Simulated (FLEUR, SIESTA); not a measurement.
A SIESTA input for a self-consistent single point of LaN (P6_3mc, 4 atoms in the cell) (DFT, GGA PBEsol, numerical atomic orbitals DZP, PseudoDojo PBEsol standard norm-conserving potentials (rewritten from UPF to PSML)):

```
# files in the folder: La.psml N.psml (PseudoDojo PBEsol standard)
SystemName  LaN
SystemLabel LaN

NumberOfAtoms                4
NumberOfSpecies              2
%block ChemicalSpeciesLabel
  1 57 La
  2 7 N
%endblock ChemicalSpeciesLabel
LatticeConstant              1.0 Ang
%block LatticeVectors
     4.053496000    0.000000000    0.000000000
    -2.026748000    3.510431000    0.000000000
     0.000000000    0.000000000    5.804138000
%endblock LatticeVectors
AtomicCoordinatesFormat      Fractional
%block AtomicCoordinatesAndAtomicSpecies
     0.333333000    0.666667000    0.997550000  1
     0.666667000    0.333333000    0.497550000  1
     0.333333000    0.666667000    0.412450000  2
     0.666667000    0.333333000    0.912450000  2
%endblock AtomicCoordinatesAndAtomicSpecies

XC.functional                GGA
XC.authors                   PBEsol
PAO.BasisSize                DZP
PAO.EnergyShift              0.01 Ry
MeshCutoff                   400 Ry
%block kgrid.MonkhorstPack
    8   0   0  0.0
    0   8   0  0.0
    0   0   5  0.0
%endblock kgrid.MonkhorstPack
OccupationFunction           FD
ElectronicTemperature        10 K

MaxSCFIterations             150
SCF.Mixer.Method             Pulay
SCF.Mixer.Weight             0.1
SCF.Mixer.History            8
SCF.DM.Tolerance             1.0E-05
Diag.ParallelOverK           true
WriteForces                  true
```

**Question.** Give the FLEUR input for the same structure, mesh, smearing and functional.

**Answer.** One input that does it (others would too):

Input of the input generator:

```
LaN crystal
&input film=f /
1.0000000000 -0.0000000162 0.0000000000
-0.4999999860 0.8660254119 0.0000000000
0.0000000000 0.0000000000 1.4318843771
7.6599978217
1.0 1.0 1.0

4
57 0.3333333333 0.6666666667 0.9975500000
57 0.6666666667 0.3333333333 0.4975500000
7 0.3333333333 0.6666666667 0.4124500000
7 0.6666666667 0.3333333333 0.9124500000

&comp jspins=1 /
&exco xctyp='PBEs' /
&kpt div1=8 div2=8 div3=5 gamma=t /
&end /
```

```xml
<?xml version="1.0" encoding="UTF-8" standalone="no"?>
<fleurInput fleurInputVersion="0.39">
   <comment>
      LaN crystal                                                                                         
   </comment>
   <calculationSetup>
      <cutoffs Kmax="3.9" Gmax="15.6" GmaxXC="15.6" numbands="0"/>
      <scfLoop itmax="60" minDistance="0.00001" maxIterBroyd="25" imix="Anderson" alpha="0.05" precondParam="0.0" spinf="2.0"/>
      <coreElectrons ctail="T" frcor="F" kcrel="0" coretail_lmax="0"/>
      <xcFunctional name="PBEs" relativisticCorrections="F"/>
      <magnetism jspins="1"/>
      <soc l_soc="F" theta="0.0" phi="0.0" spav="F"/>
      <expertModes spex="0" secvar="F"/>
      <geometryOptimization l_f="T" forcealpha="1.0" forcemix="BFGS" epsdisp="0.00001" epsforce="0.00001"/>
      <ldaU l_linMix="F" mixParam="0.05" spinf="1.0"/>
   </calculationSetup>
   <cell>
      <bzIntegration valenceElectrons="32.0" mode="hist" fermiSmearingEnergy="0.0001">
         <kPointListSelection listName="default-1"/>
         <!-- k-points included here -->
         <xi:include xmlns:xi="http://www.w3.org/2001/XInclude" href="kpts.xml"> </xi:include>
      </bzIntegration>
      <!-- symmetry operations included here -->
      <xi:include xmlns:xi="http://www.w3.org/2001/XInclude" href="sym.xml"> </xi:include>
      <bulkLattice scale="1.0">
         <bravaisMatrix>
            <row-1>    7.6599978217000002    -0.0000001240919647     0.0000000000000000</row-1>
            <row-2>   -3.8299988036100308     6.6337527686908455     0.0000000000000000</row-2>
            <row-3>    0.0000000000000000     0.0000000000000000    10.9682312095122612</row-3>
         </bravaisMatrix>
      </bulkLattice>
   </cell>
   <atomSpecies>
      <species name="Lanthanum (La)" element="La" atomicNumber="57">
         <mtSphere radius="2.68" gridPoints="925" logIncrement="0.014"/>
         <atomicCutoffs lmax="10" lnonsphr="8"/>
         <electronConfig flipSpins="F">
            <coreConfig>(1s1/2) (2s1/2) (2p1/2) (2p3/2) (3s1/2) (3p1/2) (3p3/2) (4s1/2) (3d3/2) (3d5/2) (4p1/2) (4p3/2) (4d3/2) (4d5/2)</coreConfig>
            <valenceConfig>(5s1/2) (5p1/2) (5p3/2) (6s1/2) (5d3/2) (5d5/2)</valenceConfig>
            <stateOccupation state="(5d3/2)" spinUp="0.2" spinDown="0.2"/>
            <stateOccupation state="(5d5/2)" spinUp="0.3" spinDown="0.3"/>
         </electronConfig>
         <energyParameters s="6" p="6" d="5" f="4"/>
         <lo type="SCLO" l="0" n="5" eDeriv="0"/>
         <lo type="SCLO" l="1" n="5" eDeriv="0"/>
      </species>
      <species name="Nitrogen (N)" element="N" atomicNumber="7">
         <mtSphere radius="1.55" gridPoints="537" logIncrement="0.02"/>
         <atomicCutoffs lmax="6" lnonsphr="4"/>
         <electronConfig flipSpins="F">
            <coreConfig>(1s1/2)</coreConfig>
            <valenceConfig>(2s1/2) (2p1/2) (2p3/2)</valenceConfig>
            <stateOccupation state="(2p1/2)" spinUp="0.5" spinDown="0.5"/>
            <stateOccupation state="(2p3/2)" spinUp="1.0" spinDown="1.0"/>
         </electronConfig>
         <energyParameters s="2" p="2" d="3" f="4"/>
      </species>
   </atomSpecies>
   <atomGroups>
      <atomGroup species="Lanthanum (La)">
         <relPos label="                   1">1.000/3.000 -1.000/3.000 -.0024500000</relPos>
         <relPos label="                   2">-1.000/3.000 1.000/3.000 .4975500000</relPos>
         <force calculate="T" relaxXYZ="TTT"/>
      </atomGroup>
      <atomGroup species="Nitrogen (N)">
         <relPos label="                   3">1.000/3.000 -1.000/3.000 .4124500000</relPos>
         <relPos label="                   4">-1.000/3.000 1.000/3.000 -.0875500000</relPos>
         <force calculate="T" relaxXYZ="TTT"/>
      </atomGroup>
   </atomGroups>
   <output dos="F" band="F" slice="F">
      <checks vchk="F" cdinf="F"/>
      <bandDOS minEnergy="-.5*Htr" maxEnergy="0.5*Htr" sigma="0.015" storeEVData="T"/>
      <vacuumDOS vacdos="F" integ="F" star="F" nstars="0" locx1="0.0" locy1="0.0" locx2="0.0" locy2="0.0" nstm="0" tworkf="0.0"/>
      <unfoldingBand unfoldBand="F" supercellX="1" supercellY="1" supercellZ="1"/>
      <plotting iplot="0" polar="F">
         <plot TwoD="T" vec1="  1.0  0.0  0.0" vec2="  0.0  1.0  0.0" vec3="  0.0  0.0  1.0" zero="  0.0  0.0  0.0" file="plot"/>
      </plotting>
      <chargeDensitySlicing numkpt="0" minEigenval="0.0" maxEigenval="0.0" nnne="0" pallst="F"/>
      <specialOutput eonly="F"/>
      <magneticCircularDichroism mcd="F" energyLo="-10.0" energyUp="0.0"/>
   </output>
  <!-- We include the file relax.xml here to enable relaxations (see documentation) -->
  <xi:include xmlns:xi="http://www.w3.org/2001/XInclude" href="relax.xml"> <xi:fallback/> </xi:include>
</fleurInput>
```

Basis settings and potentials, where a program has them, do not carry over. This input uses DFT, PBEsol, all-electron FLAPW (FLEUR), scalar-relativistic valence.

The starting cell comes from a database of computed structures (which also holds hypothetical and non-ambient phases and stackings), without a prior relaxation at this level. For this run, on top of that: lattice scaled by 0.98.
